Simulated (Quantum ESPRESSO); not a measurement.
Short convergence ladders for Ti (P-3m1, 2 atoms in the cell)

```yaml
crystal:
  lattice:
    - [2.93525, 0.00000, 0.00000]
    - [-1.46762, 2.54200, 0.00000]
    - [0.00000, 0.00000, 4.65660]
  atoms:
    - { symbol: Ti, position: [0.33333, 0.66667, 0.26074] }
    - { symbol: Ti, position: [0.66667, 0.33333, 0.75000] }
```

Base method: LDA (PW92), PseudoDojo standard norm-conserving (LDA) pseudopotentials (plane waves; Quantum ESPRESSO 7.5).

Base settings: ecutwfc = 85 Ry; occupations = smearing; smearing = fermi-dirac; degauss = 0.0073499 Ry; potentials = {Ti: Ti.upf}; K_POINTS = automatic 5 5 3 0 0 0; conv_thr = 1e-09 Ry; mixing_beta = 0.4.

The count of work is k-points × plane waves × bands × iterations; it is no time. Core times come from one kind of shared machine, to one figure; runs under 30 s give none.

**The cutoff for other potential files**

Level: DFT, LDA (PZ), plane waves, PSlibrary PAW (LDA) pseudopotentials.

In this ladder: pseudopotentials = {Ti: Ti.pz-spn-kjpaw_psl.1.0.0.UPF}. Moved along: ecutrho.

The second cell is the first with its lattice scaled by 0.98.

The mesh stays at the base's, so the ladder's end is converged at best in this setting alone.

Only quantities that move along the ladder and can be compared are tabulated.

| ecutwfc | free energy less the last step's (meV/atom) | energy of the compressed cell less the first (meV/atom) | pressure (GPa) | largest difference of a force vector from the last step's (eV/Å) | count of work / last |
|---|---|---|---|---|---|
| 27 Ry | 2129.25 | 20.28 | -93.37 | 0.342 | 0.11 |
| 33 Ry | 581.65 | -21.60 | -33.82 | 0.116 | 0.16 |
| 42 Ry | 92.58 | -28.69 | -11.27 | 0.015 | 0.23 |
| 51 Ry | 35.55 | -28.16 | -8.50 | 0.000 | 0.31 |
| 60 Ry | 19.81 | -28.43 | -8.12 | 0.002 | 0.52 |
| 72 Ry | 8.19 | -28.40 | -7.96 | 0.001 | 0.60 |
| 90 Ry | 2.24 | -28.53 | -7.74 | 0.000 | 0.71 |
| 120 Ry | 0.00 | -28.53 | -7.72 | 0.000 | 1.0 |

Coarsest ecutwfc that holds the pressure within 0.2 GPa of the last step, with all finer ones: 90 Ry; the step before is off by 0.24 GPa.

Coarsest ecutwfc that holds the free energy within 5 meV/atom of the last step, with all finer ones: 90 Ry; the step before is off by 8.2 meV/atom.

Coarsest ecutwfc that holds the energy of the compressed cell less the first within 1 meV/atom of the last step, with all finer ones: 42 Ry, at 0.23 of the last step's count of work; the step before is off by 6.9 meV/atom.

At the lowest cutoff the pressure lies 85.6 GPa under the last step's, the usual sign of Pulay stress in an incomplete plane-wave basis.

**The cutoff for other potential files**

Level: DFT, LDA (PZ), plane waves, PSlibrary ultrasoft (LDA) pseudopotentials.

In this ladder: pseudopotentials = {Ti: Ti.pz-spn-rrkjus_psl.1.0.0.UPF}. Moved along: ecutrho.

The second cell is the first with its lattice scaled by 0.98.

The mesh stays at the base's, so the ladder's end is converged at best in this setting alone.

Only quantities that move along the ladder and can be compared are tabulated.

```csv
ecutwfc,free energy less the last step's (meV/atom),energy of the compressed cell less the first (meV/atom),pressure (GPa),largest difference of a force vector from the last step's (eV/Å),count of work / last
27 Ry,2130.06,20.83,-93.32,0.342,0.093
33 Ry,581.96,-21.06,-33.75,0.116,0.16
42 Ry,92.79,-28.15,-11.19,0.015,0.24
51 Ry,35.72,-27.63,-8.43,0.000,0.30
60 Ry,19.89,-27.91,-8.05,0.001,0.33
72 Ry,8.22,-27.87,-7.89,0.001,0.47
90 Ry,2.25,-28.00,-7.66,0.000,0.60
120 Ry,0.00,-28.01,-7.65,0.000,1.0
```

Coarsest ecutwfc that holds the forces within 0.01 eV/Å of the last step, with all finer ones: 51 Ry, at 0.30 of the last step's count of work; the step before is off by 0.015 eV/Å.

Coarsest ecutwfc that holds the energy of the compressed cell less the first within 2 meV/atom of the last step, with all finer ones: 42 Ry, at 0.24 of the last step's count of work; the step before is off by 6.9 meV/atom.

Coarsest ecutwfc that holds the free energy within 5 meV/atom of the last step, with all finer ones: 90 Ry; the step before is off by 8.2 meV/atom.

At the lowest cutoff the pressure lies 85.7 GPa under the last step's, the usual sign of Pulay stress in an incomplete plane-wave basis.

**The relaxed cell against the cutoff**

On Ti (P6_3/mmc, 2 atoms in the cell): atoms on their sites.

In this ladder: calculation = vc-relax; tprnfor = default; tstress = default.

The mesh stays at the base's, so the ladder's end is converged at best in this setting alone.

Only quantities that move along the ladder and can be compared are tabulated.

```csv
ecutwfc,relaxed volume (Å³/atom),relaxation steps,core time / last (rough)
42 Ry,13.142,5,–
51 Ry,14.709,5,–
59 Ry,15.612,5,–
72 Ry,16.114,6,–
85 Ry,16.138,6,0.3
102 Ry,16.138,6,0.4
128 Ry,16.138,6,0.5
170 Ry,16.138,6,1
```

Coarsest ecutwfc that holds the relaxed volume within 0.016 Å³/atom of the last step, with all finer ones: 85 Ry, at about 0.3 of the last step's time; the step before is off by 0.024 Å³/atom.

At the lowest cutoff the cell relaxes to a volume 19 % smaller than at the highest.

On the base run: the starting cell has typed, rounded lattice constants, without a prior relaxation at this level. Its lattice was rescaled by up to half a per cent. One atom was moved a little off its site on purpose. Spin polarisation is off. Without a gap this mesh is coarse (it stands for a supercell whose shortest vector is 14 Å).
